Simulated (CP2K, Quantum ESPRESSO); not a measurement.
Pressure against volume in wurtzite ZnS (space group 186) (CP2K, PBE)

```
ZnS
1.0
    3.75208     0.00000     0.00000
   -1.87604     3.24939     0.00000
    0.00000     0.00000     6.14869
Zn S
2 2
Direct
  0.33333   0.66667   0.00000
  0.66667   0.33333   0.50000
  0.33333   0.66667   0.37500
  0.66667   0.33333   0.87500
```

Computed with CP2K with PBE, GPW, DZVP-MOLOPT-SR-GTH basis, GTH-PBE potentials (GTH_POTENTIALS). Settings: CUTOFF = 780 Ry; REL_CUTOFF = 50 Ry; SMEAR/METHOD = FERMI_DIRAC; ELECTRONIC_TEMPERATURE = 116.05 K; KPOINTS/SCHEME = MONKHORST-PACK 10 10 5; GAMMA_CENTERED = T; XC_FUNCTIONAL = PBE; Zn/BASIS_SET = DZVP-MOLOPT-SR-GTH-q12; Zn/POTENTIAL = GTH-PBE-q12; S/BASIS_SET = DZVP-MOLOPT-SR-GTH-q6; S/POTENTIAL = GTH-PBE-q6; METHOD = GPW; EPS_DEFAULT = 1e-10; NGRIDS = 5; SCF_GUESS = ATOMIC; EPS_SCF = 1e-06. The cell above is the first row's. The rows scale it uniformly. In all rows fractional positions and the k mesh are held.

```csv
V (Å^3/atom),P (GPa)
18.741,?
19.149,4.50
19.556,2.69
19.963,1.07
20.371,-0.38
20.778,-1.68
21.186,-2.85
21.593,-3.88
22.001,-4.82
```

Problem. Using a cubic, estimate the missing P at V = 18.741 from the other rows, showing the fit.

Solution. With u = V - 20.6, the rows have u = -1.4510, -1.0440, -0.6370, -0.2290, 0.1780, 0.5860, 0.9930, 1.4010. Least squares gives P = -1.132 - 3.1643·u + 0.4357·u² - 0.03989·u³. Residuals (row less fit): 0.001, -0.002, -0.001, 0.004, 0.002, -0.005, 0.004, 0.000; standard error 0.004 (degrees of freedom: 4). The fitted pressure is zero at V0 = 20.26, where dP/dV = -3.476, so B0 = -V0·dP/dV = 70.4 GPa. At the withheld row, u = -1.8590, so P = -1.132 - 3.1643 × (-1.8590) + 0.4357 × (-1.8590)² - 0.03989 × (-1.8590)³ = 6.512 GPa. The calculation gives 6.52 GPa, 0.008 GPa above the prediction (0.1 % of the range of P in the table). The row lies outside the fitted rows, so this is an extrapolation. From the scatter of the fitted rows alone, a prediction at this place has a standard error of 0.011 GPa, so the miss is 0.7 times that.

Carrying the step between the two nearest rows on in a straight line would have given 6.31, off by 0.21; series whose last step already gives the withheld value aren't shown. The scan was laid around a cell of about the measured size, scaled by a guess for this functional; axis ratios and inner coordinates come from that cell. This is the high-temperature polymorph. The runs keep the symmetry of the cell, so they don't test it for distortions. A plane-wave scan with the same functional (Quantum ESPRESSO, GBRV) gives V0 = 20.22 Å^3/atom and B0 = 68.9 GPa; a Birch-Murnaghan fit to all rows here lies 0.2 % from it in V0 and 2 % in B0; the two differ in basis, and may differ in potentials and mesh. Values carry the incompleteness of an atom-centred basis. The shape of the cell and the inner coordinates aren't relaxed, so V0 and B0 belong to this uniform scaling; a relaxed crystal lies no higher in energy and is usually softer (forces reach 0.04 eV/Å in these rows). Cutoffs and mesh are single choices, not tested for convergence of this quantity. Series with a scatter that would blur these digits, or in which a gap closes, are not shown.
